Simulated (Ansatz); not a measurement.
SiC: band gap against strain

SiC (4H polytype, P6_3mc, 10.498 Å³/atom and stress up to 0.01 GPa in the relaxed cell, c along z) under a strain ε along c (axis z), the other axes held. PBE in Ansatz, a plane-wave DFT program (PAW, default set), 420 eV, 12×12×4 Γ-centred mesh, Fermi-Dirac smearing 0.05 eV; ions are relaxed, or left where forces stay under 0.02 eV/Å, within the symmetry of each cell. Gaps are the smallest over the k-mesh and a band path, without spin-orbit coupling; in all rows the valence edge lies at Γ and the conduction edge at about 1.2 Å⁻¹ from Γ.

Here s stands for strain and Eg for gap.

```
strain (%)  gap (eV)
----------  --------
0.00            2.22
0.75            2.18
1.50            2.13
2.25            2.08
3.00               ?
```

Taking a straight line for Eg over the 4 complete rows: Means: s 1.1250, Eg 2.152. About the means, the sum of products is -0.17625 and the sum of squares of s is 2.8125; the slope is their ratio. Least squares gives Eg = 2.223 - 0.0627·s. Residuals (row less fit): -0.003, 0.004, 0.001, -0.002; standard error 0.004 (degrees of freedom: 2). Over these rows the gap moves by -6.3 ± 0.2 eV per unit strain.

Problem. Predict the withheld Eg at s = 3.00 from the fit, and compare with the calculation.

Solution. Eg = 2.223 - 0.0627 × 3.00 = 2.035 eV. The calculation gives 2.04 eV, 0.005 eV above the prediction (2.8 % of the range of Eg in the table). The row lies outside the fitted rows, so this is an extrapolation. The scatter of the fitted rows lies at the last printed digit.

The start is a measured cell from the literature; how it stands against other phases or cation orders wasn't checked. Rows are the converged runs of the series near zero and its far end; series whose fitted rows scatter by over a few per cent of the range, as at a crossing or softening among them, aren't shown in this form, nor equations of state whose B0' disagrees with the runs' pressures. Most that stay on the fit to the last digits aren't either.
